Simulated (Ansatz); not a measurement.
The starting structures come from a database of crystals and need not be the phases stable at ambient conditions.

 Where the default PAW files enter, the runs use the earlier of Ansatz's two default sets.

```
InVO4
1.0
    5.14939     0.00000     0.00000
    0.00000     6.64976     0.00000
    1.92576     0.00000     4.77573
V In O
2 2 8
Direct
  0.36047   0.25000   0.36047
  0.63953   0.75000   0.63953
  0.00000   0.50000   0.00000
  0.00000   0.00000   0.00000
  0.75207   0.54433   0.75207
  0.24793   0.45567   0.24793
  0.24793   0.04433   0.24793
  0.75207   0.95567   0.75207
  0.26706   0.75000   0.78142
  0.73294   0.25000   0.21858
  0.21858   0.25000   0.73294
  0.78142   0.75000   0.26706
```

Space group of this cell: Cmcm. The cell is taken as given; by PBEsol its mean pressure is -1.7 GPa.

Transport runs along the normal of the first two printed cell vectors.

The gap is the functional's own. No spin-orbit coupling. Mid-gap values are interpolated on the energy grid.

**Question.** Estimate the band gap and the smallest decay constant κ at mid-gap that PBEsol run with Ansatz (an electronic-structure program) returns for this system.

**Answer.** Gap 3.06 eV on a 6×6×6 mesh; κ = 0.496 1/Å, at (0.500, 0.000) of the in-plane reciprocal vectors. At the zone centre, at the nearest computed energy, the slowest state has κ = 0.54 1/Å.
